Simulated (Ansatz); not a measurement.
## Effective masses and thermopower of MgO under load (space group Fm-3m)

Data:

```xyz
2
Lattice="0.0000 2.1210 2.1210 2.1210 0.0000 2.1210 2.1210 2.1210 0.0000" Properties=species:S:1:pos:R:3 pbc="T T T"
Mg     0.0000     0.0000     0.0000
O      2.1210     2.1210     2.1210
```

The numbers are results of r2SCAN, rigid bands (plane waves, PAW, scalar-relativistic; Ansatz, an electronic-structure program), not measurements. Condition of this run: hydrostatic pressure of -3 GPa (compression positive) (the target of the relaxation). Cell: cell and atoms relaxed with PBEsol, then loaded as said.

The band gap comes out as 5.42 eV and the electron conductivity mass (300 K, dilute) is 0.37 mₑ. The hole conductivity mass (300 K, dilute) is 2.3 mₑ, the effective density of states N_c (300 K) is 5.6e18 cm⁻³ and the effective density of states N_v (300 K) is 3.0e20 cm⁻³. The density-of-states mass, electrons is 0.37 mₑ. The density-of-states mass, holes is 5.2 mₑ and the Seebeck coefficient, n-type 1e19 cm⁻³, 300 K is -176 μV/K. The best n-type power factor at 300 K for τ = 10 fs (best axis; densities from 1e16 to 1e21 cm⁻³ tried, whether or not they can be reached) is 2.4 μW/(cm·K²) at 3e19 cm⁻³ and the Seebeck coefficient, p-type 1e19 cm⁻³, 300 K is 508 μV/K.

Rigid bands; masses and Seebeck coefficients take one relaxation time τ for all states and one kind of carrier; polarons and phonon drag are left out. Spin-orbit coupling is left out. Geometry: cell and atoms relaxed with PBEsol.
